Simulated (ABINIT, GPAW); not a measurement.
A GPAW input for a self-consistent single point of BaMg2Sb2 (P-3m1, 5 atoms in the cell) (DFT LDA (Perdew-Wang 92), plane waves, GPAW PAW datasets LDA (gpaw-data 1.0.1)):

```python
from ase import Atoms
from ase.units import GPa
from gpaw import GPAW, PW

atoms = Atoms(['Ba', 'Mg', 'Mg', 'Sb', 'Sb'],
              cell=[[4.702569, 0.000000, 0.000000],
                    [-2.351285, 4.072545, 0.000000],
                    [0.000000, 0.000000, 8.041782]],
              scaled_positions=[[0.000000, 0.000000, 0.000000],
                                [0.666667, 0.333333, 0.376660],
                                [0.333333, 0.666667, 0.623340],
                                [0.666667, 0.333333, 0.730510],
                                [0.333333, 0.666667, 0.269490]],
              pbc=True)

calc = GPAW(mode=PW(850),
            xc='LDA',
            kpts={'size': (6, 6, 3), 'gamma': True},
            occupations={'name': 'fixed-uniform'},
            nbands=-6,
            convergence={'forces': 0.001, 'bands': -4},
            symmetry={'symmorphic': False, 'tolerance': 0.0005},
            maxiter=120)

atoms.calc = calc

energy = atoms.get_potential_energy()
print('Energy (eV):', round(energy, 6))
forces = atoms.get_forces()
print('Forces (eV/Ang):')
print(forces.round(5))
stress = atoms.get_stress()
print('Stress (GPa, Voigt):', (stress / GPa).round(4))
```

Question: Translate this input to ABINIT.

Answer: This is the input that was run; spellings and numerical settings could be chosen otherwise.

```
# Ba(MgSb)2, JTH v2.0 LDA PAW
pp_dirpath "./"
pseudos "Ba.LDA_PW-JTH.xml, Mg.LDA_PW-JTH.xml, Sb.LDA_PW-JTH.xml"
acell 3*1.0
rprim
         8.8865683464    0.0000002742    0.0000000000
        -4.4432844107    7.6959938033    0.0000000000
         0.0000000000    0.0000000000   15.1967655339
natom 5
ntypat 3
znucl 56 12 51
typat 1 2 2 3 3
xcart
         0.0000000000    0.0000000000    0.0000000000
         4.4432840940    2.5653314506    5.7240137060
        -0.0000001583    5.1306626270    9.4727518279
         4.4432840940    2.5653314506   11.1013891902
        -0.0000001583    5.1306626270    4.0953763437
ecut 544 eV
pawecutdg 1088 eV
ixc 7
occopt 1
nband 32
kptopt 1
ngkpt 6 6 3
nshiftk 1
shiftk 0 0 0
nstep 50
toldfe 1.0e-09
diemac 4
prtwf 0
prtden 0
prtvol 1
enunit 2
```

Basis, cutoffs, solver keys and any potentials are the target program's own. This input uses DFT, LDA (PW92), plane waves, PAW (JTH v2.0 LDA PAW). LDA parametrisations can differ slightly between programs.

The starting cell comes from a database of computed structures (which also holds hypothetical and non-ambient phases and stackings), without a prior relaxation at this level. For this run, on top of that: lattice scaled by 0.98.
